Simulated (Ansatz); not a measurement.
Base system: MgH$_{2}$ in the CdCl2 type structure (space group R-3m, No. 166; a = 3.001 Å, c = 11.671 Å (hexagonal axes); a hypothetical phase, not in the database extracts checked). Axes: x lies along a and z along c of the hexagonal cell.

Computed with Ansatz (a first-principles code) PBE-D3(BJ), no spin-orbit coupling.

It is then changed as follows: the cell is stretched by 2.28 % along x with no lateral relaxation; the atoms relax in the strained cell.

Problem. Predict the stress tensor and what it implies for the stiffness.

Solution. Stress of the strained cell less that of the base (GPa, compression positive):
```
  -2.63    0.00    0.00
   0.00   -0.59    0.16
   0.00    0.16   -0.23
```

Then −Δσ_ii/ε with ε = 0.0228 gives secant stiffness values (nonlinear terms included at this strain): C11 ≈ 115 GPa and C12 ≈ 26 GPa.

Whether these cells are dynamically stable was not tested.
